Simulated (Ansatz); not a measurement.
Functionals compared on a constructed model of the (100) surface of fcc Pt, a pseudomorphic layer of Sc in the host's stacking (bottom of the slab: a bare face, its two planes held), in Ansatz (plane waves, PAW). The structure was relaxed with PBE; the other rows are single points on it. Cutoff 420 eV (500 eV for r2SCAN).

Model: 7-atom slab, 12.4 Å thick at the start, 13x13x1 mesh, Fermi-Dirac 0.1 eV, dipole correction, 2 atoms held, the rest relaxed; start symmetry kept, larger cells not searched; no spin, no spin-orbit, no U. It is one candidate, not shown to be the stable structure of the face. These notes are the PBE run's.

| functional | work function of the top face (eV) | rough cost of the single point |
|---|---|---|
| PBE | 4.32 | – |
| RPBE | (withheld) | about 50 core-seconds (a rough figure) |
| r2SCAN | 4.51 | around 100 core-seconds (rough) |

**Question.** What belongs in the gaps?

**Answer.** 
- RPBE, work function of the top face (eV): 4.24

Ansatz is an electronic-structure program.
